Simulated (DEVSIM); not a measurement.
Device: abrupt GaAs p-n junction, at 300 K.

```
layer (left to right)  material  thickness (μm)  Nd (cm⁻³)  Na (cm⁻³)  τn (s)  τp (s)
---------------------  --------  --------------  ---------  ---------  ------  ------
1                          GaAs            4.00          -     2.2e15    6e-8    6e-8
2                          GaAs            5.00     1.4e14          -    6e-8    6e-8
```

Left contact: ohmic. Right contact: ohmic. Voltage is applied to the left contact. Recombination: SRH at mid-gap, radiative, Auger. Mobility is μmin + (μ − μmin)/(1 + (N/Nref)^α).

This is a model device: material constants are rounded textbook-type values typed into the input, and sizes, dopings and lifetimes were drawn at random. Values at 300 K.

```csv
parameter,GaAs
gap (eV),1.424
affinity (eV),4.07
permittivity,12.9
Nc (cm⁻³),4.7e17
Nv (cm⁻³),9e18
μn (cm²/Vs),8500
μp (cm²/Vs),400
"μn,min",500
"μp,min",20
"Nref,n",6e16
"Nref,p",1.5e17
αn,0.39
αp,0.38
B (cm³/s),2e-10
Cn (cm⁶/s),1e-30
Cp (cm⁶/s),1e-30
```

Simulated with DEVSIM: 1D drift-diffusion, Boltzmann statistics, complete ionisation; no tunnelling, impact ionisation, image-force lowering or self-heating.

Q: Give the dark forward current.

A: 
```
V (V)  J (A/cm²)
-----  ---------
0.05     1.1e-10
0.10     3.9e-10
0.20      3.2e-9
0.25      8.8e-9
0.30      2.4e-8
0.40      1.9e-7
0.45      5.3e-7
0.55      4.8e-6
0.60      1.6e-5
0.65      6.4e-5
0.75      0.0016
0.80      0.0098
0.85       0.061
0.95         1.9
1.00         8.3
1.10          60
1.15         110
1.20         180
1.30         330
1.35         410
1.40         480
1.50         630
1.55         690
1.65         810
1.70         870
1.75         930
1.85        1000
1.90        1100
```
